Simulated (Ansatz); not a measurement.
## Pressure series in CsBH4

The reference is CsBH4 (space group F-43m, No. 216; a = 7.225 Å; a cell from a computed database, its experimental status unchecked).

Cell and atoms are relaxed at each pressure.

Computed with Kohn–Sham DFT with the PBEsol functional, run in Ansatz (an electronic-structure program) with PAW and 420 eV plane waves, no spin-orbit coupling.

```
variant           shortest interatomic distance     density                   gap character
----------------  -----------------------------  ----------  ------------------------------
base                                   123.5 pm  2.60 g/cm³                 indirect, W → X
pressure −1 GPa                        123.8 pm  2.35 g/cm³                               –
pressure 0.3 GPa                       123.5 pm  2.66 g/cm³                 indirect, W → X
pressure 0.7 GPa                       123.4 pm  2.74 g/cm³                 indirect, W → X
pressure 1.5 GPa                       123.2 pm  2.86 g/cm³                 indirect, W → X
pressure 3 GPa                         123.0 pm  3.05 g/cm³                 indirect, W → X
pressure 5 GPa                              [?]         [?]                 indirect, W → X
pressure 7.5 GPa                       122.3 pm  3.47 g/cm³                 indirect, W → X
pressure 10 GPa                        122.0 pm  3.66 g/cm³  indirect, W → Γ–X (83 % along)
```

Question: What belongs in the blanks?

Answer: 
- pressure 5 GPa, shortest interatomic distance: 122.6 pm
- pressure 5 GPa, density: 3.26 g/cm³

Load acts through the strain it causes; cell and atoms are relaxed under it. No phonon test of stability was made. No other phases were tried under pressure.
